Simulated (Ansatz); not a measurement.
**BN: biaxial strain −2.00 %, plane normal [001], relaxed out of plane**

The reference is BN in the zinc blende structure (space group F-43m, No. 216; a = 3.6097 Å). Axes: x, y, z lie along the cube axes.

Perturbation: biaxial strain −2.00 %, plane normal [001], relaxed out of plane (Cartesian); in-plane vectors clamped, the third vector and the atoms free.

Method: r2SCAN/PAW in Ansatz (a quantum-chemistry and plane-wave program), no spin-orbit coupling. k-mesh 16×16×16 (Γ-centred); smearing 0.05 eV (Fermi–Dirac).

The volume per atom decreases by 0.19 Å³ (5.88 Å³ → 5.69 Å³) and the space group becomes I-4m2 (No. 119) (base: F-43m (No. 216)). The shortest interatomic distance falls by 0.016 Å, from 1.563 Å to 1.547 Å and the energy goes up by 14 meV/atom. The pressure (mean of the normal stresses, compression positive) goes from zero to 13.28 GPa and the band gap falls by 0.23 eV (5.00 eV → 4.77 eV). The gap character comes out as indirect, Γ → X and the smallest direct gap stays essentially unchanged (9.59 eV against 9.58 eV). The electron mass changes from 0.87 mₑ along k, 0.29 mₑ across (at X) to 0.84 mₑ along k, 0.29 mₑ across (at X) and the valence-band top at Γ (three highest levels, from the VBM) becomes 0.00, 0.00, -0.31 eV (base: 0.00, 0.00, 0.00 eV). The valley order (the lowest conduction-band minima on the path, energy above the VBM, named in the base's zone) changes from X along ⟨100⟩ 5.00 eV to X along [010] 4.77 eV; X along [001] 5.30 eV and the out-of-plane strain comes out as +0.85 %. The ratio −ε⊥/ε∥ comes out as 0.42 and the mean in-plane stress (compression positive) is +19.9 GPa.

Masses are band curvatures over ±0.01 Å⁻¹ around the edge. Along k means along the line from Γ to the band edge. Stability against distortions was not tested. k-point labels follow each cell's own Brillouin zone.
